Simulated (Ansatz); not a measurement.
Input:

Host crystal: 3C silicon carbide, with a band gap (PBE, scalar-relativistic without spin-orbit coupling).

End structure of W on the 1x1 (110) surface of 3C silicon carbide (cut with top plane C + Si), one in a 2x2 cell, started at the site 'over Si at depth 1.5 Å':

```xyz
49
Lattice="6.1943 0.0000 0.0000 0.0000 8.7600 0.0000 0.0000 0.0000 27.0000" Properties=species:S:1:pos:R:3 pbc="T T T"
C      0.0000     3.2273     9.6400
C      0.0000     7.6073     9.6400
C      3.0971     3.2273     9.6400
C      3.0971     7.6073     9.6400
Si     1.5486     2.3762     9.8826
Si     1.5486     6.7562     9.8826
Si     4.6457     2.3762     9.8826
Si     4.6457     6.7562     9.8826
C      1.5486     1.0384    11.1621
C      1.5486     5.4184    11.1621
C      4.6457     1.0384    11.1621
C      4.6457     5.4184    11.1621
Si     0.0000    -0.0299    11.1216
Si     0.0000     4.3501    11.1216
Si     3.0971    -0.0299    11.1216
Si     3.0971     4.3501    11.1216
C      0.0000     3.2647    12.7216
C      0.0000     7.6447    12.7216
C      3.0971     3.2647    12.7216
C      3.0971     7.6447    12.7216
Si     1.5486     2.1693    12.7410
Si     1.5486     6.5493    12.7410
Si     4.6457     2.1693    12.7410
Si     4.6457     6.5493    12.7410
C      1.5486     1.0549    14.2760
C      1.5486     5.4471    14.2846
C      4.6457     1.0428    14.2747
C      4.6457     5.4832    14.2899
Si     0.0035    -0.0417    14.2681
Si    -0.0122     4.3674    14.2573
Si     3.0937    -0.0417    14.2681
Si     3.1093     4.3674    14.2573
C     -0.0281     3.2545    15.7729
C      0.0366     7.6127    15.8880
C      3.1252     3.2545    15.7729
C      3.0605     7.6127    15.8880
Si     1.5486     2.2371    15.7644
Si     1.5486     6.4400    15.9242
Si     4.6457     2.1793    15.8204
Si     4.6457     6.5442    15.9193
C      1.5486     1.1589    17.4637
C      1.5486     5.2349    17.3870
C      4.6457     1.0923    17.3643
C      4.6457     5.5039    17.4130
Si    -0.0128     0.2183    17.1354
Si    -0.1153     4.4499    17.3237
Si     3.1100     0.2183    17.1354
Si     3.2125     4.4499    17.3237
W      1.5486     3.1572    18.3775
```

Slab: 49 atoms, 7.7 Å thick at the start under the adsorbate (thin: gaps and levels are the slab's own); k 3x3x1, smearing 0.01 eV, dipole-corrected; 24 atoms held, the rest relaxed; held to the start's symmetry, so lower structures may exist; spin-polarised, ending with about 2.0 μB a cell, a value that depends on the mesh; orders that need a larger cell were not tried, no spin-orbit, no U, no dispersion correction. The slab shows no gap over 0.04 eV on its mesh. At the end it is bonded to 2 C + 3 Si. In PBE this state lies 0.09 eV over the lowest of the starts that converged ('hollow C-C-Si-Si').

A negative adsorption energy means that the adsorbate is more stable on the surface than in its reference.

### Question
Estimate the change of the step from the bottom to the top vacuum level, against the clean slab that PBE (Ansatz, an electronic-structure program) returns for this input.

### Answer
-0.66 eV

### Question
Give the adsorption energy against an atom of bcc W at the level PBE.

### Answer
3.31 eV
